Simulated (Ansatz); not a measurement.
Consider HfO$_{2}$ in the fluorite structure (space group Fm-3m, No. 225; a = 5.098 Å).

(Cell as relaxed with PBE.)

Levels (all Ansatz, a quantum-chemistry and plane-wave program, PAW, earlier PAW set): PBE (420 eV, without spin-orbit coupling); r2SCAN (500 eV, no spin-orbit coupling).

Each level relaxes its own structure.

```csv
base,PBE,r2SCAN
volume per atom,11.04 Å³,10.79 Å³
lattice parameter a,5.098 Å,5.059 Å
band gap,3.75 eV,4.30 eV
```

It is then changed as follows: a hydrostatic pressure of 18 GPa.

```csv
quantity,PBE,r2SCAN
electron mass,"1.1 mₑ along k, 0.71 mₑ across (at X)",?
band gap,3.90 eV,?
shift of the gap caused by the change,+0.15 eV,?
```

Task: Predict the r2SCAN column.

Result: 
- electron mass, r2SCAN: 1.1 mₑ along k, 0.73 mₑ across (at X)
- band gap, r2SCAN: 4.46 eV
- shift of the gap caused by the change, r2SCAN: +0.16 eV

PBE's band gap lies 0.56 eV below r2SCAN's. Neither level is exact; r2SCAN is the comparison here, not a measurement.

Spin-orbit coupling, missing from the scalar runs, can matter with Hf. Load acts through the strain it causes; cell and atoms are relaxed under it. Masses are band curvatures over ±0.01 Å⁻¹ around the edge. Along k means along the line from Γ to the band edge. Whether these cells are dynamically stable was not tested. Competing high-pressure phases were not computed. This is not the structure that HfO2 has at room temperature and ambient pressure.
